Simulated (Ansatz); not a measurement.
The starting structures come from a database of crystals and need not be the phases stable at ambient conditions.

Here is the system:

```xyz
10
Lattice="4.8586 0.0000 0.0000 0.0000 8.8897 0.0000 0.0000 -4.4449 2.7521" Properties=species:S:1:pos:R:3 pbc="T T T"
Si     1.3152     1.5746     0.8281
Si     3.7445     2.8702     1.9240
Si     1.3152     7.3151     0.8281
Si     3.7445    -2.8702     1.9240
N      2.9881     1.9492     0.6804
N      0.5588     2.4957     2.0716
N      2.9881     6.9406     0.6804
N      0.5588    -2.4957     2.0716
O      1.0752     0.0000     1.1488
O      3.5045     4.4449     1.6032
```

Space group of this cell: Cmc2_1. The cell is taken as given; by PBEsol its mean pressure is 2.2 GPa.

Transport runs along the normal of the first two printed cell vectors.

The gap is the functional's own, uncorrected, and κ follows it; spin-orbit coupling is left out. Mid-gap values are interpolated between the computed energies.

**Question.** Compute, with PBEsol run with Ansatz (an electronic-structure program), the band gap and the smallest decay constant κ at mid-gap.

**Answer.** Gap 4.99 eV on a 6×12×12 mesh; κ = 0.406 1/Å, at (0.000, 0.250) of the in-plane reciprocal vectors. At the zone centre, at the nearest computed energy, the slowest state has κ = 0.41 1/Å.
